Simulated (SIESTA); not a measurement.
Band structure of InSb (F-43m, 2 atoms in the cell).

```
InSb
1.0
    0.00000     3.24000     3.24000
    3.24000     0.00000     3.24000
    3.24000     3.24000     0.00000
In Sb
1 1
Direct
  0.00000   0.00000   0.00000
  0.25000   0.25000   0.25000
```

Computed with SIESTA 5.4.2 with GGA PBE, numerical atomic orbitals DZP, PseudoDojo PBE standard norm-conserving potentials (rewritten from UPF to PSML).

Settings: XC.functional = GGA; XC.authors = PBE; potentials = PseudoDojo PBE standard; PAO.BasisSize = DZP; PAO.EnergyShift = 0.005 Ry; MeshCutoff = 350 Ry; kgrid.MonkhorstPack = 6 6 6; OccupationFunction = FD; ElectronicTemperature = 50 meV; MaxSCFIterations = 150; SCF.Mixer.Method = Pulay; SCF.Mixer.Weight = 0.2; SCF.Mixer.History = 6; SCF.DM.Tolerance = 1.0E-04.

The starting cell has typed, rounded lattice constants, without a prior relaxation at this level. Spin-orbit coupling is off. Values carry the incompleteness of an atom-centred basis. The run gives no clean gap (levels at the Fermi energy touch, overlap or are partly filled at this smearing), which alone does not show that the compound is a metal.

Levels in eV from the Fermi level, bands 11 to 16:
| point | 11 | 12 | 13 | 14 | 15 | 16 |
|---|---|---|---|---|---|---|
| Γ | -10.77 | -0.18 | -0.04 | -0.04 | -0.04 | 3.04 |
| X | -8.83 | -5.99 | -2.33 | -2.33 | 1.32 | 1.43 |
| W | -8.79 | -5.88 | -2.92 | -2.79 | 3.54 | 4.04 |
| K | -8.86 | -5.85 | -3.18 | -1.97 | 1.67 | 3.76 |
| L | -9.43 | -5.70 | -1.06 | -1.06 | 0.53 | 3.95 |
| U | -8.86 | -5.85 | -3.18 | -1.97 | 1.67 | 3.76 |

Bands cross the Fermi level along this path, so the cell is metallic at this level.

Higher empty bands are left out: an atom-centred basis made for the valence describes them poorly.
